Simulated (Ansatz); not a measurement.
```xyz
6
Lattice="3.3928 0.0000 0.0000 -1.6964 2.9383 0.0000 0.0000 0.0000 13.1695" Properties=species:S:1:pos:R:3 pbc="T T T"
Te     1.6964     0.9794     5.1166
Te     0.0000     1.9588    11.7013
Te     0.0000     1.9588     8.0529
Te     1.6964     0.9794     1.4682
Mo     1.6964     0.9794     9.8771
Mo     0.0000     1.9588     3.2924
```

No spin polarisation.

The values are results of PBEsol-D3(BJ)/PAW in Ansatz (a program for electronic structure), scalar-relativistic without spin-orbit coupling, not measurements. k-mesh 11×11×3 (Γ-centred); smearing 0.05 eV (Fermi–Dirac).

Estimate the pressure (mean of the normal stresses, compression positive).

26.3 kbar.

Estimate the space group.

P6_3/mmc (No. 194).

The cells carry an imposed strain or load. Stability against distortions was not tested. The cell was made from MoTe2 (space group P6_3/mmc, No. 194; layered, stacked along the Cartesian z axis) by this change: isotropic strain −1.20 %.
